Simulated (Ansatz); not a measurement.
**Volume per atom of GeS (model structure, started from the WC type, P-6m2, No. 187, 2 atoms in the cell) at several levels of theory**

No measured value is used here.

```json
[
 {"level (code)": "PBE (Ansatz)", "value (Å³/atom)": "20.31"},
 {"level (code)": "PBEsol (Ansatz)", "value (Å³/atom)": "18.91"},
 {"level (code)": "PBE-D3(BJ) (Ansatz)", "value (Å³/atom)": "___"}
]
```

Task: Fill in the missing entries.

Result: 
- PBE-D3(BJ) (Ansatz, a program for electronic structure), value (Å³/atom): 19.24

PBE-D3(BJ): a distance lies near a switch of the dispersion term, which can move the cell. Ansatz's density-functional and Hartree–Fock values are scalar-relativistic unless marked +SOC, with PAW data made under PBE.

A model structure was made by putting elements into a prototype or built by hand; it is no filed structure, need not be a known phase, and can be a saddle point held by its symmetry.
